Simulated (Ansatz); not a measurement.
We consider PbI2 (model structure, started from the 2H-MoS2 type, P6₃/mmc, No. 194, 6 atoms in the cell), described by LDA in Ansatz (PAW).

Run with plane-wave cutoff 520 eV, 12×12×2 k mesh (along the axes of the cell as run), Fermi–Dirac smearing 0.01 eV, scalar-relativistic PAW data made under PBE.

Cell (relaxed at this level):

```xyz
6
Lattice="4.3061 0.0000 0.0000 -2.1530 3.7292 0.0000 0.0000 0.0000 14.4804" Properties=species:S:1:pos:R:3 pbc="T T T"
Pb     0.0000     2.4861     3.6201
Pb     2.1530     1.2431    10.8603
I      0.0000     2.4861     8.8416
I      2.1530     1.2431     1.6014
I      2.1530     1.2431     5.6388
I      0.0000     2.4861    12.8790
```

**Question.** Estimate the band gap, direct gap at Γ and bulk modulus that the calculation returns.

**Answer.** 
- band gap: 1.61 eV (on the SCF k mesh)
- direct gap at Γ: 2.61 eV
- bulk modulus: 16.8 GPa

Note: the bulk modulus is −V dP/dV from two relaxed cells at ±2 % in volume; the relaxation could raise the start's symmetry but not lower it, so the cell can be a saddle point.

Spin–orbit coupling is not included; with these elements it can move the gap by several tenths of an eV or more.

A model structure was made by putting elements into a prototype or built by hand; it is no filed structure, need not be a known phase, and can be a saddle point held by its symmetry.

Ansatz is a first-principles code.
